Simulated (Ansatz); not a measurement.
Given:

```yaml
crystal:
  lattice:
    - [0.00000, 3.36940, 3.36940]
    - [3.36940, 0.00000, 3.36940]
    - [3.36940, 3.36940, 0.00000]
  atoms:
    - { symbol: Sr, position: [0.00000, 0.00000, 0.00000] }
    - { symbol: Te, position: [0.50000, 0.50000, 0.50000] }
```

No spin polarisation.

All numbers come from Kohn–Sham DFT with the PBEsol functional, run in Ansatz (a first-principles code) with PAW and 420 eV plane waves, no spin-orbit coupling. Settings: 9×9×9 k-points, 0.05 eV Fermi–Dirac smearing.

Problem. Estimate the space group.

Solution. Fm-3m (No. 225).

Problem. What is the computed gap character?

Solution. Indirect, Γ → X.

With Te present, leaving out spin-orbit coupling can change the band edges. The cells carry an imposed strain or load. Whether these cells are dynamically stable was not tested. The cell was made from SrTe in the rock salt structure (space group Fm-3m, No. 225) by this change: isotropic strain +2.00 %.
